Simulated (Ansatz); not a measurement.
Ansatz (an electronic-structure program) run on AgAu3 (I4mm, 4 atoms in the cell): self-consistent single point

Computed with PBEsol, default PAW files made with PBE (plane waves; Ansatz).

This input was run:

Ansatz 0.2 input:
```yaml
# AgAu3
crystal:
  lattice:
    - [-2.046323, 2.046323, 4.141932]
    - [2.046323, -2.046323, 4.141932]
    - [2.046323, 2.046323, -4.141932]
  atoms:
    - { symbol: Ag, position: [0.006036, 0.006036, 0.000000] }
    - { symbol: Au, position: [0.750000, 0.250000, 0.500000] }
    - { symbol: Au, position: [0.250000, 0.750000, 0.500000] }
    - { symbol: Au, position: [0.500000, 0.500000, 0.000000] }
basis:
  ecutwfc: 420.0
kpoints:
  mp_grid: { grid: [11, 11, 11] }
hamiltonian:
  xc: pbesol
  pseudopotentials: { kind: paw }
scf:
  occupations: { method: fermi_dirac, width: 0.1 }
output:
  forces: true
  eigenvalues: true
  stress: true
```

Log, with long lists cut:

```
WARN ansatz: RAYON_NUM_THREADS=1 ignored (pool sized by the plan → 1); use --threads N
Pseudopotentials: kind: paw
Pseudopotential: Ag, paw, valence charge 19
Pseudopotential: Au, paw, valence charge 19
Crystal: 4 atoms, lattice volume = 69.376 Å³
Basis set: ecut = 420 eV, 1361 PW (Γ), exchange–correlation on 72×72×72 points (8 copies of the dense FFT grid, shifted against one another)
Bands: 46, of which v1, the nominal top of the filled ones, is band 38 counted from 1 (37 counted from 0)
Symmetry: 8 space group operations
Space group: I4mm (ITA 107), of the structure as read, at distance tolerance 4.1e-5 Å
k-points: 126 of 1331 (time reversal used)
PAW frozen core: Ag, regenerated for the run's functional, and the local potential with it
PAW frozen core: Au, regenerated for the run's functional, and the local potential with it
Initial density: superposition of atomic densities (neutral atoms: chi_scale 0, normalization atom), corrected by the library's trained network
Initial wavefunctions: pseudopotential atomic-orbital guess
Eigensolver: davidson
Functional: x = pbesol(κ = 0.804, μ = 0.12345679012345678), c = pbesol(β = 0.046)
SCF iter   1: F=—  HF=-46543.716189 eV  |F-HF|=—  |Δ(HF+E_count)|=         —  Δρ=7.83e-3  dr2=4.15e-2  ethr=1.77e-3  ⟨swp⟩=5.8  Hψ=18757  notcnv=0  defer=100
all-band conjugate gradients solve this SCF's bands
preconditioner: auto → Kerker (q_TF=auto, 2.770 Å⁻¹)
SCF iter   2: F=—  HF=-46543.707662 eV  |F-HF|=—  |Δ(HF+E_count)|=   8.53e-3  Δρ=2.72e-3  dr2=4.71e-3  ethr=5.46e-5  ⟨swp⟩=2.7  Hψ=10338  notcnv=0  defer=121
SCF iter   3: F=—  HF=-46543.706340 eV  |F-HF|=—  |Δ(HF+E_count)|=   1.32e-3  Δρ=8.88e-4  dr2=3.54e-4  ethr=6.19e-6  ⟨swp⟩=2.0  Hψ=7304  notcnv=0  defer=121
SCF iter   4: F=—  HF=-46543.706294 eV  |F-HF|=—  |Δ(HF+E_count)|=   4.63e-5  Δρ=2.44e-4  dr2=2.47e-5  ethr=4.66e-7  ⟨swp⟩=2.0  Hψ=9275  notcnv=0  defer=121
SCF iter   5: F=—  HF=-46543.706300 eV  |F-HF|=—  |Δ(HF+E_count)|=   6.09e-6  Δρ=6.17e-5  dr2=2.10e-6  ethr=3.25e-8  ⟨swp⟩=2.7  Hψ=11235  notcnv=0  defer=121
SCF iter   6: F=—  HF=-46543.706300 eV  |F-HF|=—  |Δ(HF+E_count)|=   3.04e-8  Δρ=1.75e-5  dr2=3.39e-7  ethr=2.77e-9  ⟨swp⟩=2.4  Hψ=9928  notcnv=0  defer=121
SCF iter   7: F=-46543.706300 eV  HF=-46543.706300 eV  |F-HF|=1.63e-8  |Δ(HF+E_count)|=   5.52e-8  Δρ=6.64e-6  dr2=3.22e-8  ethr=1.32e-10  ⟨swp⟩=8.7  Hψ=23095  notcnv=0
SCF 1 converged in 7 iterations: F = -46543.706300 eV  dr2 = 3.22e-8
SCF converged after 7 iterations
Free energy (F): -46543.706300 eV
Harris-Foulkes:  -46543.706300 eV  (|F-HF|=1.63e-8)
Internal energy: -46543.671458 eV  (E = F + TS)
E sigma→0 (E₀):  -46543.688879 eV
Entropy (-TS):   -0.034842 eV (-8.710 meV/atom)
Fermi energy:    19.134753 eV
--- Per-component energies (eV) ---
  E_band       = -897.437819
  E_kinetic    = 2339.478271
  E_local      = -7419.393691  (includes V_loc(G=0)·N_el)
  E_nonlocal   = 315.442343
  E_hartree    = 3213.110498
  E_xc         = -862.666984
  E_vxc        = -1057.166773  (∫ρ·V_xc dr)
  E_paw        = -32531.677204  (= ΣΔE_a)
  E_vpaw       = -1502.031419  (= ΣTr[D̂ρ^β])
  E_aug_tail   = 0.004559  (compensation charges beyond the density's cutoff)
  E_ewald      = -11599.220426
  E_core_change = 1.251176  (= ΣΔE_core)
  E_smearing   = -0.034842  (= −TS)
  E_closure    = 0.000000  (closes the sum)
  Σ components = -46543.706300   (vs F -46543.706300, Δ=0.00e0)
--- Forces (eV/Å), atoms counted from 1 ---
  atom   1  Ag     0.00000000    -0.00000000    -0.25337987
  atom   2  Au    -0.00000000    -0.00000000     0.14970012
  atom   3  Au     0.00000000     0.00000000     0.14970012
  atom   4  Au    -0.00000000     0.00000000    -0.04602624
  max |Σ_I F_I| component: 5.87e-6 eV/Å
--- Stress (GPa, compression-positive) ---
       -3.742412       0.000000       0.000000
        0.000000      -3.742412       0.000000
        0.000000      -0.000000      -3.919979
  P = ⅓ Tr σ = -3.8016 GPa (-38.016 kbar)
  The stress holds the Pulay correction. Without it, at fixed plane waves, as pw.x and ABINIT print it: P = -3.8458 GPa
--- Band table (eV; the first three rows and the last of 126) ---
  k-point 0: bands = ["-86.2845", "-86.2764", "-86.2377", "-72.5645", "-37.7359", "-37.7299", "-37.7299", "-37.6663", "-37.6600", "-37.6600", "-37.6067", "-37.6067", "-37.5917", "-36.0741", "-36.0741", "-36.0672", "9.8686", "12.4196", "12.6826", [...]
  k-point 1: bands = ["-86.2841", "-86.2767", "-86.2378", "-72.5645", "-37.7411", "-37.7236", "-37.7212", "-37.6772", "-37.6628", "-37.6505", "-37.6125", "-37.6055", "-37.5928", "-36.0747", "-36.0740", "-36.0673", "10.0539", "12.5291", "12.7890", [...]
  k-point 2: bands = ["-86.2832", "-86.2775", "-86.2379", "-72.5645", "-37.7486", "-37.7129", "-37.6978", "-37.6910", "-37.6744", "-37.6400", "-37.6244", "-37.6028", "-37.5961", "-36.0757", "-36.0738", "-36.0674", "10.5845", "12.7643", "13.1497", [...]
  k-point 125: bands = ["-86.2838", "-86.2765", "-86.2383", "-72.5645", "-37.7436", "-37.7431", "-37.6870", "-37.6660", "-37.6480", "-37.6300", "-37.6238", "-37.6230", "-37.6215", "-36.0739", "-36.0739", "-36.0695", "11.9194", "12.3165", "12.4932", [...]
```

The run converged in 7 iterations.

The starting cell comes from a database of computed structures (which also holds hypothetical and non-ambient phases and stackings), without a prior relaxation at this level. Its lattice was rescaled by up to half a per cent. One atom was moved a little off its site on purpose. Spin-orbit coupling is off. With a pressure of about -4 GPa the cell is away from its equilibrium volume at this level. Ansatz's pressure includes its estimate of the finite-basis (Pulay) stress.

Cost on one core of a shared machine: roughly 40 s.
